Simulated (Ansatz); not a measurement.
Input:

End structure of a constructed model of the (110) surface of bcc Ta, p(2x2) layer of I, one a cell, on the site that continues the host's stacking (bottom of the slab: a bare face, its two planes held):

```xyz
25
Lattice="5.7487 0.0000 0.0000 -1.9162 5.4200 0.0000 0.0000 0.0000 30.5000" Properties=species:S:1:pos:R:3 pbc="T T T"
Ta     0.9581     1.3550     8.0089
Ta     0.0000     4.0650     8.0089
Ta     3.8325     1.3550     8.0089
Ta     2.8744     4.0650     8.0089
Ta     1.9162     2.7100    10.3558
Ta     2.8744     0.0000    10.3558
Ta    -0.9581     2.7100    10.3558
Ta     0.0000     0.0000    10.3558
Ta     2.8744     4.0650    12.6916
Ta     3.8325     1.3550    12.6898
Ta     0.0000     4.0650    12.6898
Ta     0.9581     1.3550    12.6825
Ta    -0.0038    -0.0054    15.0399
Ta    -0.9574     2.7095    15.0558
Ta     2.8737     0.0005    15.0558
Ta     1.9201     2.7154    15.0399
Ta     0.9581     1.3550    17.3286
Ta     0.0000     4.0650    17.3969
Ta     3.8325     1.3550    17.3969
Ta     2.8744     4.0650    17.4351
Ta     1.8308     2.5891    19.6848
Ta     2.8718     0.0018    19.6461
Ta    -0.9556     2.7082    19.6461
Ta     0.0855     0.1209    19.6848
I      2.8744     4.0650    21.8930
```

Slab: 25 atoms, 14.5 Å thick at the start; k 7x7x1, smearing 0.1 eV, dipole-corrected; 8 atoms held, the rest relaxed; start symmetry kept, larger cells not searched; no spin, no spin-orbit, no U. It is one candidate, not shown to be the stable structure of the face.

What is the computed work function of the top face (Ansatz (an electronic-structure program) with PBE)?

3.85 eV
